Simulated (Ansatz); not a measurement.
## A computed series for AlNi: pressure series

Base system: AlNi in the CsCl type structure (space group Pm-3m, No. 221; non-magnetic).

```
AlNi
1.0
    2.86315     0.00000     0.00000
    0.00000     2.86315     0.00000
    0.00000     0.00000     2.86315
Al Ni
1 1
Direct
  0.00000   0.00000   0.00000
  0.50000   0.50000   0.50000
```

Cell and atoms are relaxed at each pressure.

Computed with DFT with r2SCAN, PAW potentials and a 500 eV plane-wave cutoff in Ansatz (a quantum-chemistry and plane-wave program), no spin-orbit coupling.

Notes on the quantities. enthalpy: H = E + PV relative to the base's energy.

```
case                   enthalpy     density
----------------  -------------  ----------
base                          –  6.06 g/cm³
pressure −2 GPa   -0.15 eV/atom  5.99 g/cm³
pressure −1 GPa   -0.07 eV/atom  6.03 g/cm³
pressure 3 GPa    +0.22 eV/atom  6.16 g/cm³
pressure 7 GPa    +0.50 eV/atom  6.29 g/cm³
pressure 15 GPa   +1.06 eV/atom  6.52 g/cm³
pressure 30 GPa   +2.05 eV/atom  6.90 g/cm³
pressure 50 GPa   +3.30 eV/atom  7.32 g/cm³
pressure 75 GPa   +4.77 eV/atom  7.78 g/cm³
pressure 100 GPa  +6.16 eV/atom  8.18 g/cm³
```

Load acts through the strain it causes; cell and atoms are relaxed under it. Stability against distortions was not tested. Competing high-pressure phases were not computed. Starting moments died away, wholly or in part, for the base; another magnetic solution may exist. All final runs are without spin polarisation.
